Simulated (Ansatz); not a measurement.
Take Sr3SbN in the anti-perovskite structure (space group Pm-3m, No. 221; a = 5.1863 Å; a cell from a computed database, its experimental status unchecked) as the base.

All numbers come from r2SCAN, PAW, 500 eV (Ansatz, a first-principles code; no spin-orbit coupling), earlier PAW set.

One change was made to it. Results:

```
quantity                              base        after
-----------------------------  -----------  -----------
shortest interatomic distance      2.593 Å      2.428 Å
width of the top valence band      1.71 eV      2.05 eV
gap character                  direct at Γ  direct at Γ
```

Which of these changes matches the shifts?
A) pressure 4.5 GPa
B) pressure 15 GPa
C) pressure 2.1 GPa

B, pressure 15 GPa. For comparison, the shortest interatomic distance in the other runs: pressure 4.5 GPa gives 2.528 Å; pressure 2.1 GPa gives 2.560 Å.

Spin-orbit coupling, missing from the scalar runs, can matter with Sb. Load acts through the strain it causes; cell and atoms are relaxed under it. Whether these cells are dynamically stable was not tested. No other phases were tried under pressure.
